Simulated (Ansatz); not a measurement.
Base system: Cu$_{3}$SbSe$_{4}$ (space group I-42m, No. 121).

```
CELL_PARAMETERS angstrom
     -2.81359     2.81359     5.59185
      2.81359    -2.81359     5.59185
      2.81359     2.81359    -5.59185
ATOMIC_POSITIONS crystal
  Cu 0.50000 0.50000 0.00000
  Sb 0.00000 0.00000 0.00000
  Se 0.59482 0.59482 0.46023
  Se 0.40518 0.86541 0.00000
  Se 0.13459 0.13459 0.53977
  Se 0.86541 0.40518 0.00000
  Cu 0.75000 0.25000 0.50000
  Cu 0.25000 0.75000 0.50000
```

Method: PBEsol (Ansatz, an electronic-structure program), without spin-orbit coupling.

Strains are applied to the cell and any free atomic positions relax.

One change was made to it. Results:

```tsv
quantity	base	after
pressure (mean of the normal stresses, compression positive)	0.0 GPa	-3.9 GPa
energy relative to the base (free energy F)	0 meV/atom	+20 meV/atom
```

Question: Name the change that was made.
(A) isotropic strain +2.25 %
(B) isotropic strain +3.00 %
(C) isotropic strain +0.75 %
(D) isotropic strain +1.50 %

Answer: A, isotropic strain +2.25 %. For comparison, the energy relative to the base in the other runs: isotropic strain +3.00 % gives +35 meV/atom; isotropic strain +1.50 % gives +9.2 meV/atom; isotropic strain +0.75 % gives +2.4 meV/atom.

No phonon test of stability was made. The final runs are not spin-polarised.
